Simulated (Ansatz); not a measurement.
Given:

End structure of a constructed model of the (0001) surface of hcp Ti, a layer of Ta in place of the second plane (bottom of the slab: a bare face, its two planes held):

```
CELL_PARAMETERS angstrom
      2.93864     0.00000     0.00000
     -1.46932     2.54493     0.00000
      0.00000     0.00000    28.00000
ATOMIC_POSITIONS crystal
  Ti 0.66667 0.33333 0.29020
  Ti 0.33333 0.66667 0.37326
  Ti 0.66667 0.33333 0.45743
  Ti 0.33333 0.66667 0.54107
  Ta 0.66667 0.33333 0.62737
  Ti 0.33333 0.66667 0.71041
```

Model: 6-atom slab, 11.7 Å thick at the start, 15x15x1 mesh, Fermi-Dirac 0.1 eV, dipole correction, 2 atoms held, the rest relaxed; start symmetry kept, larger cells not searched; no spin, no spin-orbit, no U. It is one candidate, not shown to be the stable structure of the face.

### Question
Predict the work function of the top face from PBE (Ansatz, a first-principles code).

### Answer
4.33 eV
